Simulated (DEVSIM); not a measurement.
System: Schottky contact on n-type GaP, at 400 K.

Layer 1 from the left is GaP, thickness (μm) 8.30, Nd (cm⁻³) 1.1e15, τn (s) 8.9e-7, τp (s) 8.9e-7.

Left contact: Schottky, work function 4.79 eV, emission velocity 9e6 cm/s. Right contact: ohmic. Voltage is applied to the left contact. Recombination: SRH at mid-gap, Auger. Mobility is constant in doping.

The device is made up for the run: typed textbook-type constants, with dimensions and the other settings drawn at random. Values at 300 K; Nc and Nv go as T^1.5, mobilities as T to minus their exponent, the gap by Varshni's rule with the affinity fixed.

GaP: gap (eV) 2.26, affinity (eV) 3.8, permittivity 11.1, Nc (cm⁻³) 1.8e19, Nv (cm⁻³) 1.9e19, μn (cm²/Vs) 250, μp (cm²/Vs) 150, T exponent of μn 1.6, T exponent of μp 1.98, Cn (cm⁶/s) 1e-30, Cp (cm⁶/s) 1e-30, Varshni α (eV/K) 0.00058, Varshni β (K) 372.

Q: Estimate by hand the built-in potential, the peak field at zero bias, the capacitance at -6 V, and compare with a numerical solution.

A: 
- Built-in potential: barrier φB = 0.990 eV; Vbi = φB − kT/q ln(N_band/N) = 0.641 V; numerical 0.641 V.
- Peak field at zero bias: depletion approximation: W = √(2εVbi/(qN)) = 0.845 μm with N = 1.10e15 cm⁻³; field = 2Vbi/W = 15200 V/cm; numerical 14700 V/cm (estimate above by 2.9 %).
- Capacitance at -6 V: C = √(qεN / 2(Vbi + |V|)) = 3.61 nF/cm²; numerical 3.62 nF/cm².

DEVSIM, 1D drift-diffusion, Boltzmann statistics, complete ionisation; no tunnelling, impact ionisation, image-force lowering or self-heating. Metal contacts follow the ideal Schottky-Mott rule: no Fermi-level pinning, no interface dipoles.
